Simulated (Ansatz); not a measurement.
An Ansatz (a program for electronic structure) run: Ir with a change (Ir → P); PBEsol in Ansatz (plane waves to 420 eV, PAW, no SOC).

Input:

Ansatz 0.2 input:
```yaml
crystal:
  lattice:
    - [0, 1.911721968, 1.911721968]
    - [1.911721968, 0, 1.911721968]
    - [1.911721968, 1.911721968, 0]
  atoms:
    - { symbol: P, position: [0, 0, 0] }
basis: { ecutwfc: 420, ecutrho_ratio: 4, xc_grid: 2, fft_grid_basis: typed }
kpoints: { mp_grid: { grid: [21, 21, 21] } }
hamiltonian:
  xc: pbesol
  dispersion: none
  pseudopotentials: { kind: paw }
scf: { occupations: { method: fermi_dirac, width: 0.05 }, convergence: { dr2_threshold: 0.0000000001 } }
output: { forces: true, stress: true }
checkpoint: { write: state.ck, write_every: 1000 }
```

Output:

```
WARN ansatz: RAYON_NUM_THREADS=2 ignored (pool sized by the plan → 2); use --threads N
Pseudopotentials: kind: paw
Pseudopotential: P, paw, valence charge 5
Functional definition: PBEsol
Crystal: 1 atoms, lattice volume = 13.973 Å³
Basis set: ecut = 420 eV, 283 PW (Γ), exchange–correlation on 40×40×40 points (8 copies of the dense FFT grid, shifted against one another)
Bands: 7, of which v1, the nominal top of the filled ones, is band 3 counted from 1 (2 counted from 0)
Symmetry: 48 space group operations
Space group: Fm-3m (ITA 225), of the structure as read, at distance tolerance 2.4e-5 Å
k-points: 286 of 9261
PAW frozen core: P, regenerated for the run's functional, and the local potential with it
Initial density: superposition of atomic densities (neutral atoms: chi_scale 0, normalization atom), corrected by the library's trained network
Initial wavefunctions: pseudopotential atomic-orbital guess
Eigensolver: davidson
Functional: x = pbesol(κ = 0.804, μ = 0.12345679012345678), c = pbesol(β = 0.046)
SCF iter   1: F=—  HF=-739.340659 eV  |F-HF|=—  |Δ(HF+E_count)|=         —  Δρ=3.03e-3  dr2=1.04e-3  ethr=1.77e-3  ⟨swp⟩=6.2  Hψ=19220  notcnv=0
all-band conjugate gradients solve this SCF's bands
preconditioner: auto → none
SCF iter   2: F=—  HF=-739.340484 eV  |F-HF|=—  |Δ(HF+E_count)|=   1.75e-4  Δρ=1.48e-3  dr2=2.35e-4  ethr=2.07e-5  ⟨swp⟩=1.6  Hψ=4521  notcnv=0  defer=16
SCF iter   3: F=—  HF=-739.340465 eV  |F-HF|=—  |Δ(HF+E_count)|=   1.85e-5  Δρ=1.74e-4  dr2=3.77e-6  ethr=4.69e-6  ⟨swp⟩=2.0  Hψ=2557  notcnv=0  defer=16
SCF iter   4: F=—  HF=-739.340463 eV  |F-HF|=—  |Δ(HF+E_count)|=   2.50e-6  Δρ=1.85e-5  dr2=3.46e-8  ethr=7.53e-8  ⟨swp⟩=2.4  Hψ=2558  notcnv=0  defer=16
SCF iter   5: F=—  HF=-739.340462 eV  |F-HF|=—  |Δ(HF+E_count)|=   4.14e-7  Δρ=5.49e-6  dr2=3.99e-9  ethr=6.93e-10  ⟨swp⟩=1.4  Hψ=2069  notcnv=0  defer=16
SCF iter   6: F=-739.340462 eV  HF=-739.340462 eV  |F-HF|=1.76e-11  |Δ(HF+E_count)|=   1.57e-9  Δρ=4.72e-7  dr2=2.98e-11  ethr=2.00e-12  ⟨swp⟩=2.8  Hψ=6460  notcnv=0
SCF 1 converged in 6 iterations: F = -739.340462 eV  dr2 = 2.98e-11
SCF converged after 6 iterations
Free energy (F): -739.340462 eV
Harris-Foulkes:  -739.340462 eV  (|F-HF|=1.76e-11)
Internal energy: -739.336041 eV  (E = F + TS)
E sigma→0 (E₀):  -739.338252 eV
Entropy (-TS):   -0.004421 eV (-4.421 meV/atom)
Fermi energy:    11.736725 eV
--- Per-component energies (eV) ---
  E_band       = 25.657180
  E_kinetic    = 70.149557
  E_local      = -14.787391  (includes V_loc(G=0)·N_el)
  E_nonlocal   = 33.688305
  E_hartree    = 2.617404
  E_xc         = -61.240772
  E_vxc        = -61.082486  (∫ρ·V_xc dr)
  E_paw        = -553.968534  (= ΣΔE_a)
  E_vpaw       = -7.545632  (= ΣTr[D̂ρ^β])
  E_aug_tail   = 0.000004  (compensation charges beyond the density's cutoff)
  E_ewald      = -215.840710
  E_core_change = 0.046096  (= ΣΔE_core)
  E_smearing   = -0.004421  (= −TS)
  E_closure    = 0.000000  (closes the sum)
  Σ components = -739.340462   (vs F -739.340462, Δ=0.00e0)
  [band-id]    e_kinetic+e_local+e_nonlocal+2·e_hartree+e_vxc+e_vpaw+e_augmentation_tail = 25.657164   (vs E_band 25.657180, Δ=-1.56e-5)
--- Forces (eV/Å), atoms counted from 1 ---
  atom   1  P     -0.00000000    -0.00000000     0.00000000
  max |Σ_I F_I| component: 1.95e-32 eV/Å
--- Stress (GPa, compression-positive) ---
        0.001278      -0.000000      -0.000000
        0.000000       0.001278      -0.000000
       -0.000000       0.000000       0.001278
  P = ⅓ Tr σ = 0.0013 GPa (0.013 kbar)
  The stress holds the Pulay correction. Without it, at fixed plane waves, as pw.x and ABINIT print it: P = -0.0417 GPa
  The stress includes an estimate of the error left by incomplete SCF convergence (largest component 0.0002 GPa).
--- Band table ---
  band table: none
```

Stability against distortions was not tested. The cell was made from Ir by this change: Ir → P; the result is a hypothetical phase, not in the database extracts checked.
